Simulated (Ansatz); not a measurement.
# How the lattice constant a of Hf2Ge (model structure, started from the Ni2In type, P6₃/mmc, No. 194, 6 atoms in the cell) moves with the method

No measured value is used here.

```csv
level (code),value (Å)
PBE (Ansatz),4.821
PBEsol (Ansatz),4.758
PBE-D3(BJ) (Ansatz),___
```

### Question
Some entries are withheld; supply them.

### Answer

- PBE-D3(BJ) (Ansatz, a program for electronic structure), value (Å): 4.769

Density-functional levels without +SOC have no spin–orbit coupling. Ansatz's density-functional and Hartree–Fock values are scalar-relativistic unless marked +SOC, with PAW data made under PBE.

A model structure was made by putting elements into a prototype or built by hand; it is no filed structure, need not be a known phase, and can be a saddle point held by its symmetry.
